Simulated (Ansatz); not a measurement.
Cost and result by functional for the adsorption energy of F on the 1x1 (100) surface of rock-salt MgO (cut with top plane Mg + O), one in a 2x2 cell, started at the site 'bridge Mg-O (span 2.1 Å)', in Ansatz (plane waves, PAW). Single points on the PBE structure, on one kind of machine; costs are rough ratios of the slab run's core time (references not counted) to the cheapest single point. r2SCAN's cost holds its higher cutoff (500 against 420 eV). Differences are taken against r2SCAN for comparison alone: no measured value is at hand, so the table doesn't rank accuracy. The points keep PBE's geometry, so the relaxation of a polaron and the settling of charge on one site are left out.

Host crystal: rock-salt MgO, with a band gap (PBE, scalar-relativistic without spin-orbit coupling).

Set-up: 33 atoms, 6.4 Å thick at the start under the adsorbate (thin: gaps and levels are the slab's own); mesh 3x3x1; 0.01 eV smearing; dipole correction on; 16 atoms held, the rest relaxed; start symmetry kept, larger cells not searched; spin-polarised, ending with about 1.0 μB a cell; orders that need a larger cell were not tried, no spin-orbit, no U, no dispersion correction. At the end it is bonded to Mg. In PBE it is, or lies within 0.03 eV of, the lowest of the starts that converged. These notes are the PBE run's. RPBE: The program's check for a lower electronic state was not made. r2SCAN: The program's check for a lower electronic state was not made. Adsorption energies are against ½ F2(g). A negative adsorption energy means that the adsorbate is more stable on the surface than in its reference.

```
functional                     relative cost  adsorption energy (eV)  less r2SCAN (eV)
-----------------------------  -------------  ----------------------  ----------------
RPBE                                       1                   -0.97              0.20
r2SCAN                                     2                   -1.16              0.00
PBE (the relaxed run's value)              –                   -1.02              0.14
```

The values span 0.20 eV, while the single points' costs differ by a factor of roughly 2. Differences are of unrounded values.

Ansatz is an electronic-structure program.
